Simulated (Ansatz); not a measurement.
Given:

```
SiC
1.0
    3.07776     0.00000     0.05940
   -1.53888     2.66542    -0.02970
    0.19449     0.00000    10.07734
Si C
4 4
Cartesian
  0.00488  -0.00288   0.00292
  0.10213   0.00288   5.04159
  1.68971   0.89076   7.58999
  0.05358   1.77465   2.52162
  0.15411   0.00117   8.19164
  0.05686  -0.00117   3.15297
  1.64248   0.89245   5.69555
  0.00636   1.77297   0.62718
```

No spin polarisation.

Computed with r2SCAN (Ansatz, a first-principles code, PAW, no spin-orbit coupling), earlier PAW set. Γ-centred 12×12×4 mesh, Fermi–Dirac width 0.05 eV.

### Question
Predict the gap character and band gap.

### Answer
The gap character is indirect, Γ → V₂ and the band gap comes out as 2.40 eV.

The cells carry an imposed strain or load. Stability against distortions was not tested. The cell was made from SiC (space group P6_3mc, No. 186) by this change: tensor shear ε_xz = +1.93 %.
